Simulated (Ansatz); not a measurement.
Consider this model of amorphous Si$_{30}$N$_{41}$In.

```
CELL_PARAMETERS angstrom
      9.06824    -0.10047    -0.03215
     -0.10047     9.42106     0.20615
     -0.03215     0.20615     9.55371
ATOMIC_POSITIONS crystal
  Si 0.27237 0.39963 0.81794
  Si 0.07787 0.17677 0.78852
  Si 0.97643 0.68082 0.54143
  Si 0.80737 0.35590 0.94969
  Si 0.04364 0.87917 0.30420
  Si 0.45539 0.44557 0.30671
  Si 0.85357 0.40440 0.51290
  Si 0.22029 0.41477 0.18286
  Si 0.72924 0.66749 0.96917
  Si 0.46477 0.95590 0.06554
  Si 0.13916 0.68191 0.81658
  Si 0.76007 0.32807 0.28420
  Si 0.26918 0.11389 0.22390
  Si 0.45043 0.09247 0.52720
  Si 0.64474 0.59109 0.54249
  Si 0.26920 0.93233 0.77340
  Si 0.11987 0.54117 0.37349
  Si 0.58806 0.20336 0.08922
  Si 0.03130 0.57720 0.02431
  Si 0.98921 0.19859 0.07045
  Si 0.81560 0.92676 0.07386
  Si 0.77833 0.66657 0.28973
  Si 0.14138 0.92145 0.01864
  Si 0.16976 0.09150 0.51157
  Si 0.45806 0.65553 0.76613
  Si 0.57148 0.33673 0.72967
  Si 0.89806 0.09620 0.52676
  Si 0.48783 0.64639 0.09260
  Si 0.91396 0.88257 0.77674
  Si 0.67702 0.86296 0.56432
  N  0.09601 0.74529 0.98151
  N  0.01814 0.50096 0.53019
  N  0.30977 0.14096 0.39634
  N  0.57805 0.31550 0.24693
  N  0.07839 0.98109 0.81908
  N  0.58827 0.72103 0.65112
  N  0.65294 0.02124 0.07069
  N  0.38781 0.49382 0.13314
  N  0.42688 0.47259 0.74150
  N  0.62870 0.30554 0.91391
  N  0.15185 0.51190 0.88771
  N  0.88163 0.81510 0.22198
  N  0.04176 0.18312 0.61163
  N  0.95365 0.25723 0.89552
  N  0.53555 0.20543 0.62716
  N  0.78808 0.72129 0.47663
  N  0.02109 0.00463 0.42736
  N  0.32267 0.94884 0.94025
  N  0.80845 0.97013 0.64345
  N  0.82481 0.24056 0.43708
  N  0.19069 0.94323 0.20394
  N  0.26724 0.42970 0.36191
  N  0.15291 0.24615 0.15148
  N  0.29950 0.00884 0.61613
  N  0.80595 0.49097 0.34897
  N  0.55531 0.95464 0.46118
  N  0.10764 0.72656 0.40682
  N  0.54506 0.66596 0.92160
  N  0.71720 0.44578 0.63495
  N  0.80837 0.83010 0.92072
  N  0.29629 0.74744 0.74342
  N  0.99134 0.73291 0.70734
  N  0.24982 0.22995 0.82354
  N  0.07028 0.52214 0.19179
  N  0.97712 0.02147 0.06534
  N  0.43089 0.79876 0.15728
  N  0.52170 0.58346 0.40585
  N  0.85700 0.53517 0.95217
  N  0.42029 0.11995 0.12399
  N  0.82738 0.27671 0.12600
  N  0.67345 0.64650 0.14389
  In 0.40718 0.79680 0.37295
```

Methods: PBE, scalar-relativistic without spin-orbit coupling (Ansatz, a program for electronic structure); r2SCAN, scalar-relativistic without spin-orbit coupling (Ansatz); HSE06, scalar-relativistic without spin-orbit coupling (Ansatz). Neutral PBE cell, which sets geometry, pressure and energy: sampling: a 2×2×2 Γ-centred mesh; Fermi-Dirac width 0.02 eV; no spin polarisation. Exact exchange is cut at the faces of this 9 Å cell, which leaves hybrid gaps a finite-size error.

It comes from a melt-quench run on a machine-learned potential (CHGNet), relaxed afterwards by DFT. N atoms were pushed apart under 1.9 Å during the dynamics, to hinder bonds among them. The hot cell started wider than the set density and was brought back towards it in steps. It is the lowest in DFT energy of 2 quenches. It is a model cell: composition and starting density were chosen by hand, and all elements were melted together. No dispersion term was used. Its density started from a set value of 3.12 and ended at 3.12 g/cm³. Cooling (nominally 380 K/ps over its main leg) ran many orders faster than in experiment, which tends to leave more defects and strain. Values belong to this one cell and scatter from quench to quench. The volume was held where the preparation left it and the shape relaxed.

Give the pressure and the spacing of the highest filled and lowest empty levels.


```yaml
Pressure on a 2×2×2 Γ-centred mesh: 2.95 GPa
Largest force and stress component on that mesh (the relaxation ran on the zone centre alone): 0.11 eV/Å and 3.0 GPa
Gap between localised states on a 2×2×2 Γ-centred mesh (PBE): 1.36 eV
Gap between localised states at the zone centre (PBE): 1.37 eV
Gap between localised states at the zone centre (r2SCAN): 1.72 eV
Gap between localised states at the zone centre (HSE06): 2.59 eV
Distance between the nearest levels spread over more than a fifth of the atoms or a third of the atoms of their main element (six at least) (PBE, zone centre): 3.72 eV
```

At PBE and the zone centre, how localised are the states just below and above the Fermi level (participation number: the atoms over which a state spreads)?

The highest filled state is spread over 8.9 atoms' worth, largest on N66, with weights by element (charge in smoothed Voronoi cells) N 0.89, Si 0.10, In 0.01. The lowest empty state is spread over 5.8 atoms' worth, largest on In72, with weights by element (charge in smoothed Voronoi cells) N 0.49, In 0.38, Si 0.13.

At PBE the levels at both edges of the gap are localised (band-tail or defect states), and the nearest spread-out levels lie 3.7 eV apart at the zone centre.

Bonds are counted up to Si-Si 2.60 Å, Si-N 2.14 Å, Si-In 2.78 Å, N-N 1.70 Å, N-In 2.56 Å, In-In 3.12 Å. Two cations that share two anions don't count as bonded, nor two that share one unless they lie closer than Si-Si 2.38 Å, Si-In 2.71 Å, In-In 3.04 Å.

Added carriers, by PBE, scalar-relativistic without spin-orbit coupling (Ansatz) on the zone centre alone. Charged cells keep the cell fixed and stand in a uniform background, with no image correction, at a width of 0.01 eV; where the count is odd the moment is locked at 1 μB, unless the neutral cell bore moments. Each starts from the undistorted neutral geometry alone. PBE's self-interaction favours spread-out carriers, so it can miss traps that a hybrid finds.

What happens at PBE when the cell takes an extra electron and the atoms relax?

Relaxation lowers the charged cell by 0.36 eV. The largest moves are N57 0.17 Å, N67 0.13 Å, N56 0.12 Å, In72 0.11 Å. The level that holds the added charge spreads over 5.4 atoms' worth, most on In72 (weight 0.40): a localised (trapped) carrier, which neighbours of that atom can share. No bond crosses its cut-off with a change of over 0.15 Å (metal-metal contacts aside). Made neutral again at that geometry, the cell lies +0.37 eV from the neutral start.

What happens at PBE when the cell takes a hole and the atoms relax?

Relaxation lowers the charged cell by 0.18 eV. The largest moves are In72 0.16 Å, N71 0.13 Å, N66 0.12 Å, N51 0.09 Å. The level that was emptied spreads over 6.6 atoms' worth, most on N66 (weight 0.25): a partly localised carrier. No bond crosses its cut-off with a change of over 0.15 Å (metal-metal contacts aside). Made neutral again at that geometry, the cell lies +0.36 eV from the neutral start.

A PBE run started with 1 μB on atoms that lack a bond or may hold spare charge lost its moments; other starts weren't tried.
